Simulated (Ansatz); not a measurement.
```
CELL_PARAMETERS angstrom
      3.52820     0.00000     0.00000
      1.76410     3.05551     0.00000
      0.00000     0.00000     5.39906
ATOMIC_POSITIONS crystal
  Tl 0.66667 0.66667 0.75000
  Tl 0.33333 0.33333 0.25000
```

No spin polarisation.

Level of theory: plane-wave PAW DFT at the PBEsol level (Ansatz, a program for electronic structure, 420 eV), without spin-orbit coupling. Γ-centred 19×19×11 mesh, Fermi–Dirac width 0.1 eV.

Q: What mean in-plane stress (compression positive) does the calculation give?

A: -0.7 GPa.

Q: What is the computed band gap?

A: Zero.

Q: What is the computed space group?

A: P6_3/mmc (No. 194).

The cells carry an imposed strain or load. Stability against distortions was not tested. The cell was made from Tl in the hcp (Mg type) structure (space group P6_3/mmc, No. 194) by this change: biaxial strain +1.50 %, plane normal [001], relaxed out of plane.
